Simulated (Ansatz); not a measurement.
The starting structures come from a database of crystals and need not be the phases stable at ambient conditions.

 Where the default PAW files enter, the runs use the earlier of Ansatz's two default sets.

# Evanescent states of Sr2FeH6 (Fm-3m, not sure to be the ambient phase, 9 atoms a cell, 11.3 Å³ an atom) along the normal of (110)

The numbers are results of r2SCAN (plane waves, PAW; Ansatz, a first-principles code), not measurements.

The gap is the functional's own. No spin-orbit coupling. Mid-gap values are interpolated on the energy grid.

Energies count from the valence-band top; κ is the least over a 6×4 mesh across the current.

| E (eV) | κ (1/Å) | where |
|---|---|---|
| 0.05 | 0.247 | Γ |
| 0.15 | 0.460 | Γ |
| 0.25 | 0.490 | Γ |
| 0.35 | 0.498 | Γ |
| 0.45 | 0.488 | Γ |
| 0.55 | 0.473 | Γ |
| 0.65 | 0.460 | Γ |
| 0.75 | 0.447 | Γ |
| 0.85 | 0.434 | Γ |
| 0.95 | 0.421 | Γ |
| 1.05 | 0.407 | Γ |
| 1.15 | 0.392 | Γ |
| 1.25 | 0.376 | Γ |
| 1.35 | 0.354 | off Γ |
| 1.45 | 0.320 | off Γ |
| 1.55 | 0.280 | off Γ |
| 1.65 | 0.233 | off Γ |
| 1.75 | 0.169 | off Γ |
| 1.85 | 0.043 | off Γ |

### Question
How thick must the barrier be to attenuate the transmission by 10^4 when the electrodes' Fermi level lies at 0.55 eV, and what attenuation does that film give at 1.75 eV?

### Answer
d = 4 ln 10 / (2 × 0.473) = 9.7 Å. At 1.75 eV it gives 4 × 0.169/0.473 = 1.4 decades.
